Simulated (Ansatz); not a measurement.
Base system: BaS in the rock salt structure (space group Fm-3m, No. 225).

```
BaS
1.0
    0.00000     3.16573     3.16573
    3.16573     0.00000     3.16573
    3.16573     3.16573     0.00000
Ba S
1 1
Direct
  0.00000   0.00000   0.00000
  0.50000   0.50000   0.50000
```

Method: Ansatz (a quantum-chemistry and plane-wave program), PBEsol, PAW, cutoff 420 eV, without spin-orbit coupling.

For the base:

| Property | Value |
|---|---|
| Electron mass | 1.3 mₑ along k, 0.32 mₑ across (at X) |
| Band gap | 2.04 eV |

Perturbation: the cell is scaled by 1.0050 in all directions; the atoms relax in the strained cell.

Q: Estimate the effect on the electron mass and band gap.

A: The electron mass stays 1.3 mₑ along k, 0.32 mₑ across (at X); the band gap rises by 0.025 eV (2.04 eV → 2.06 eV).

Masses are band curvatures over ±0.01 Å⁻¹ around the edge. Along k means along the line from Γ to the band edge. No phonon test of stability was made.
